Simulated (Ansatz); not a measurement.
The parent structure is WSi2 (space group I4/mmm, No. 139; a = 3.185 Å, c = 7.773 Å; relaxed with 0.1 eV smearing). Axes: x, y, z lie along a, b, c of the conventional cell.

Level of theory: LDA, PAW, 420 eV (Ansatz, a program for electronic structure; no spin-orbit coupling).

The change: the cell is stretched by 3.00 % along z with no lateral relaxation, atoms relaxed at fixed cell.

### Question
Predict the stress tensor and what it implies for the stiffness.

### Answer
Stress of the strained cell less that of the base (GPa, compression positive):
```
   -2.9     0.0     0.0
    0.0    -2.9     0.0
    0.0     0.0   -14.7
```

Then −Δσ_ii/ε with ε = 0.0300 gives secant stiffness values (nonlinear terms included at this strain): C33 ≈ 490 GPa, C13 ≈ 97 GPa and C23 ≈ 97 GPa.

As a check, the harmonic strain energy −½ V₀ Δσ:ε is 18 meV/atom; the computed energy rise is 19 meV/atom.

No phonon test of stability was made. The final runs are not spin-polarised.
